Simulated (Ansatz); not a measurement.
# Pd: stress against strain

Pd (fcc, Fm-3m, 14.171 Å³/atom at rest) under an equal strain ε in the (001) plane with the normal axis free, as in a coherent film. LDA in Ansatz, a plane-wave DFT program (PAW, default set), 420 eV, 29×29×29 Γ-centred mesh, Fermi-Dirac smearing 0.10 eV; ions are relaxed within the symmetry of each cell. Stress is positive for a compressed cell.

Here s stands for strain and y for stress xx.

```csv
strain (%),stress xx (GPa)
-3.00,?
-1.50,3.07
-1.00,1.96
-0.50,0.93
0.00,0.00
0.50,-0.85
1.00,-1.61
1.50,-2.28
```

Fit y of the 7 rows that show it with a straight line. Means: s 0, y 0.174. About the means, the sum of products is -12.485 and the sum of squares of s is 7.0000; the slope is their ratio. Least squares gives y = 0.174 - 1.7836·s. Residuals (row less fit): 0.221, 0.002, -0.136, -0.174, -0.132, 0.000, 0.221; standard error 0.181 (degrees of freedom: 5). The slope gives the biaxial elastic modulus of this plane = 178 ± 7 GPa.

### Question
Predict the withheld y at s = -3.00 from the fit, and compare with the calculation.

### Answer
y = 0.174 - 1.7836 × (-3.0) = 5.525 GPa. The calculation gives 6.99 GPa, 1.465 GPa above the prediction (15.8 % of the range of y in the table). The row lies outside the fitted rows, so this is an extrapolation. From the scatter of the fitted rows alone, a prediction at this place has a standard error of 0.282 GPa, so the miss is 5.2 times that.

One order more, fitted to all 13 runs of the series, follows each within 0.03, so the miss is the next term of a smooth law. In a metal these values are sensitive to mesh and smearing; energies are taken to zero smearing, stresses follow the free energy. Rows are the converged runs of the series near zero and its far end; series whose fitted rows scatter by over a few per cent of the range, as at a crossing or softening among them, aren't shown in this form. Most that stay on the fit to the last digits aren't either.
